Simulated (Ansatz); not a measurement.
System: interstitial Mg in monoclinic ZrO2 (charge state +2). The step: several atoms move together, Mg the farthest; the atom moves 3.48 Å along (0.00, 0.42, 0.50) of the unit cell; the moving atom starts with neighbours O at 1.91, O at 1.95, 2 O at 2.03, O at 2.11 Å and ends with O at 1.91, O at 1.95, 2 O at 2.03, O at 2.11 Å. A PBE band in Ansatz (plane-wave PAW, the Γ point alone, 96 host sites, 48 SCF runs with any check of the saddle's order, static, no finite-size correction) gives a forward barrier of 2.45 eV. The saddle point's order was not checked. The charge state is imposed; whether it is stable for some Fermi level was not computed. Sites that were not tried may lie lower.

Single points at the band's start and saddle point can refine it. Rough cost of one point, in units of the band's mean SCF on the same machine:

```
Level                                             Cost of one point
------------------------------------------------  -----------------
PBE, a 2×2×2 k-point mesh shifted by half a step            about 9
r2SCAN at 500 eV, the Γ point alone                         about 2
```

Q: Which of these move the barrier by more than 0.1 eV, and how far does each move it?

A: Not one does. PBE, a 2×2×2 k-point mesh shifted by half a step: +0.01 eV; r2SCAN at 500 eV, the Γ point alone: +0.05 eV. Each functional is compared with PBE at the same k-points.

Ansatz is a first-principles code.
